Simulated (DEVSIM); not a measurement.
Device: Schottky contact on n-type Si, at 350 K.

Layer 1 from the left is Si, thickness (μm) 2.50, Nd (cm⁻³) 1e16, τn (s) 6.3e-7, τp (s) 6.3e-7.

Left contact: Schottky, work function 4.69 eV, emission velocity 3.4e6 cm/s. Right contact: ohmic. Voltage is applied to the left contact. Recombination: SRH at mid-gap, radiative. Mobility is constant in doping.

The device is made up for the run: typed textbook-type constants, with dimensions and the other settings drawn at random. Values at 300 K; Nc and Nv go as T^1.5, mobilities as T to minus their exponent, the gap by Varshni's rule with the affinity fixed.

Si: gap (eV) 1.124, affinity (eV) 4.05, permittivity 11.7, Nc (cm⁻³) 2.86e19, Nv (cm⁻³) 3.1e19, μn (cm²/Vs) 1417, μp (cm²/Vs) 470, T exponent of μn 2.3, T exponent of μp 2.2, B (cm³/s) 4.7e-15, Varshni α (eV/K) 0.000473, Varshni β (K) 636.

Question: Estimate by hand the built-in potential, the peak field at zero bias, the capacitance at -3 V, and compare with a numerical solution.

Answer: 
- Built-in potential: barrier φB = 0.640 eV; Vbi = φB − kT/q ln(N_band/N) = 0.393 V; numerical 0.393 V.
- Peak field at zero bias: depletion approximation: W = √(2εVbi/(qN)) = 0.225 μm with N = 1.00e16 cm⁻³; field = 2Vbi/W = 34900 V/cm; numerical 33400 V/cm (estimate above by 4.3 %).
- Capacitance at -3 V: C = √(qεN / 2(Vbi + |V|)) = 15.6 nF/cm²; numerical 15.7 nF/cm².

Model (solved in DEVSIM): 1D drift-diffusion, Boltzmann statistics, complete ionisation; no tunnelling, impact ionisation, image-force lowering or self-heating. Metal contacts follow the ideal Schottky-Mott rule: no Fermi-level pinning, no interface dipoles.
